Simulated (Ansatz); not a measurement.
# CdSe: pressure series

Take CdSe in the zinc blende structure (space group F-43m, No. 216; a = 6.007 Å) as the base.

Cell and atoms are relaxed at each pressure.

Level of theory: plane-wave PAW DFT at the LDA level (Ansatz, an electronic-structure program, 420 eV), scalar-relativistic without spin-orbit coupling.

Candidates:
(a) pressure 30 GPa
(b) pressure −2 GPa
(c) pressure 9 GPa
(d) pressure 22.5 GPa

For the base:

| Property | Result |
|---|---|
| Band gap | 0.41 eV |

Question: Order them by band gap, highest first.

Answer: (a) pressure 30 GPa (0.89 eV), (d) pressure 22.5 GPa (0.83 eV), (c) pressure 9 GPa (0.63 eV), (b) pressure −2 GPa (0.33 eV)

Load acts through the strain it causes; cell and atoms are relaxed under it. Stability against distortions was not tested. Tetrahedral semiconductors of this kind turn to denser phases somewhere between about 1 and 50 GPa; those were not computed, so compressed cells here can lie past the real transition.
